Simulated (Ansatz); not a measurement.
Consider TaN (space group P6/mmm, No. 191; a = 5.2017 Å, c = 2.9061 Å).

Modification: hydrostatic tension (pressure −1 GPa).

Levels (all Ansatz, an electronic-structure program, PAW): PBEsol (420 eV, without spin-orbit coupling); PBEsol+SOC (420 eV, spin-orbit coupling included).

The geometry is relaxed with PBEsol.

| Property | Result |
|---|---|
| PBEsol pressure | -1.0 GPa |

**Question.** What does PBEsol+SOC give at this geometry for the pressure?

**Answer.** The pressure falls by 0.2 GPa (-1.0 GPa → -1.2 GPa).

Single points use the geometry relaxed with PBEsol. Differences between runs with and without spin-orbit coupling are approximate. Load acts through the strain it causes; cell and atoms are relaxed under it. No phonon test of stability was made. The runs without spin-orbit coupling are not spin-polarised. This is not the structure that TaN has at room temperature and ambient pressure.
